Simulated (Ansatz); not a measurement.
**A computed series for Zn: pressure series**

The reference is Zn in the hcp (Mg type) structure (space group P6_3/mmc, No. 194; a = 2.636 Å, c = 4.657 Å).

Cell and atoms are relaxed at each pressure.

Computed with PBEsol (Ansatz, an electronic-structure program, PAW, without spin-orbit coupling).

Candidates:
(a) pressure 30 GPa
(b) pressure 9 GPa
(c) pressure −1 GPa
(d) pressure 0.9 GPa

Before the change:

| Item | Value |
|---|---|
| c/a ratio | 1.767 |

Question: Order them by c/a ratio, highest first.

Answer: (c) pressure −1 GPa (1.775), (d) pressure 0.9 GPa (1.761), (b) pressure 9 GPa (1.729), (a) pressure 30 GPa (1.698)

Load acts through the strain it causes; cell and atoms are relaxed under it. Stability against distortions was not tested. No other phases were tried under pressure.
